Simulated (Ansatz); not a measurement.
The reference is CuCl in the wurtzite structure (space group P6_3mc, No. 186; a = 3.716 Å, c = 6.184 Å). Axes: x lies along a and z along c of the hexagonal cell.

Method: PBEsol (Ansatz, an electronic-structure program, PAW, no spin-orbit coupling).

Now apply this change: every lattice vector is shortened by 1.45 %; the atoms relax in the strained cell.

Question: Predict the stress tensor and what it implies for the stiffness.

Answer: Stress of the strained cell less that of the base (GPa, compression positive):
```
   2.96    0.00    0.00
   0.00    2.96    0.00
   0.00    0.00    3.27
```

Then B = −ΔP/(ΔV/V₀) with ΔV/V₀ = -0.0429 gives secant stiffness values (nonlinear terms included at this strain): B (at held cell shape, above the free-shape value) ≈ 71 GPa.

As a check, the harmonic strain energy −½ V₀ Δσ:ε is 7.7 meV/atom; the computed energy rise is 7.3 meV/atom.

Stability against distortions was not tested. No Hubbard U is applied. The final runs are not spin-polarised. This is not the structure that CuCl has at room temperature and ambient pressure.
